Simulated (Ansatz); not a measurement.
Take CuI in the zinc blende structure (space group F-43m, No. 216; a = 5.862 Å) as the base.

Structures relaxed with LDA in Ansatz (plane waves to 420 eV, PAW, spin-orbit coupling left out).

Base:

Simulated powder pattern, Cu Kα1, λ = 1.54056 Å (kinematic, ideal powder, no thermal factors, no anomalous dispersion; the 14 strongest lines at most, above 2 %, up to 2θ = 90°):

```json
[
 {"2θ (°)": "26.31", "I/Imax (%)": "100", "hkl": "(111)"},
 {"2θ (°)": "30.47", "I/Imax (%)": "7.7", "hkl": "(200)"},
 {"2θ (°)": "43.64", "I/Imax (%)": "69", "hkl": "(220)"},
 {"2θ (°)": "51.68", "I/Imax (%)": "45", "hkl": "(311)"},
 {"2θ (°)": "54.16", "I/Imax (%)": "2.1", "hkl": "(222)"},
 {"2θ (°)": "63.42", "I/Imax (%)": "11", "hkl": "(400)"},
 {"2θ (°)": "69.89", "I/Imax (%)": "18", "hkl": "(331)"},
 {"2θ (°)": "71.98", "I/Imax (%)": "3.0", "hkl": "(420)"},
 {"2θ (°)": "80.14", "I/Imax (%)": "22", "hkl": "(422)"},
 {"2θ (°)": "86.13", "I/Imax (%)": "14", "hkl": "(333)"}
]
```

Now apply this change: cell and atoms relaxed at a pressure of 15 GPa.

After the change:

Simulated powder pattern, Cu Kα1, λ = 1.54056 Å (kinematic, ideal powder, no thermal factors, no anomalous dispersion; the 14 strongest lines at most, above 2 %, up to 2θ = 90°):

| 2θ (°) | d (Å) | I/Imax (%) | hkl |
|---|---|---|---|
| 27.88 | 3.197 | 100 | (111) |
| 32.31 | 2.769 | 7.7 | (200) |
| 46.34 | 1.958 | 67 | (220) |
| 54.95 | 1.670 | 43 | (311) |
| 57.61 | 1.599 | 2.1 | (222) |
| 67.62 | 1.384 | 10 | (400) |
| 74.65 | 1.270 | 17 | (331) |
| 76.94 | 1.238 | 3.0 | (420) |
| 85.92 | 1.130 | 22 | (422) |

The indices refer to the base's conventional cell; one index is shown for lines that coincide.

Load acts through the strain it causes; cell and atoms are relaxed under it. Stability against distortions was not tested. Tetrahedral semiconductors of this kind turn to denser phases somewhere between about 1 and 50 GPa; those were not computed, so compressed cells here can lie past the real transition. All final runs are without spin polarisation.

Ansatz is a quantum-chemistry and plane-wave program.
